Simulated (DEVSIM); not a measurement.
## abrupt GaAs p-n junction

Device: abrupt GaAs p-n junction, at 300 K.

| layer (left to right) | material | thickness (μm) | Nd (cm⁻³) | Na (cm⁻³) | τn (s) | τp (s) |
|---|---|---|---|---|---|---|
| 1 | GaAs | 13.0 | - | 2.4e16 | 1.9e-9 | 1.9e-9 |
| 2 | GaAs | 4.90 | 8.5e16 | - | 1.9e-9 | 1.9e-9 |

Left contact: ohmic. Right contact: ohmic. Voltage is applied to the left contact. Recombination: SRH at mid-gap. Mobility is constant in doping.

This is a model device: material constants are rounded textbook-type values typed into the input, and sizes, dopings and lifetimes were drawn at random. Values at 300 K.

```
parameter        GaAs
-------------  ------
gap (eV)        1.424
affinity (eV)    4.07
permittivity     12.9
Nc (cm⁻³)      4.7e17
Nv (cm⁻³)        9e18
μn (cm²/Vs)      8500
μp (cm²/Vs)       400
```

Simulated with DEVSIM: 1D drift-diffusion, Boltzmann statistics, complete ionisation; no tunnelling, impact ionisation, image-force lowering or self-heating.

```json
{
  "potential_step_across_the_device_at_zero_bias": "1.227 V",
  "largest_field_in_the_device_at_zero_bias": "79000 V/cm",
  "Dark forward voltage at 1 A/cm²": "1.004 V",
  "Dark forward voltage at 100 A/cm²": "1.160 V"
}
```

Dark forward current:

```
V (V)  J (A/cm²)
-----  ---------
0.05     2.3e-10
0.10     8.1e-10
0.15      2.3e-9
0.20      6.5e-9
0.25      1.8e-8
0.30      4.8e-8
0.35      1.3e-7
0.45      9.7e-7
0.50      2.6e-6
0.55      7.3e-6
0.60      2.0e-5
0.65      5.6e-5
0.70     0.00016
0.75     0.00048
0.80      0.0016
0.85      0.0059
0.90       0.027
0.95        0.15
1.00        0.88
1.05         5.3
1.10          26
1.20         190
1.25         360
1.30         600
1.35         920
1.40        1300
1.45        1800
1.50        2400
```

Small-signal capacitance in reverse bias (quasi-static):

| V (V) | C (nF/cm²) |
|---|---|
| -0.2 | 35.3 |
| -0.5 | 32.0 |
| -1 | 28.1 |
| -1.5 | 25.3 |
| -2 | 23.2 |
| -3 | 20.3 |
| -4 | 18.2 |
| -5 | 16.7 |
| -6.5 | 14.9 |
| -8 | 13.7 |
| -10 | 12.4 |
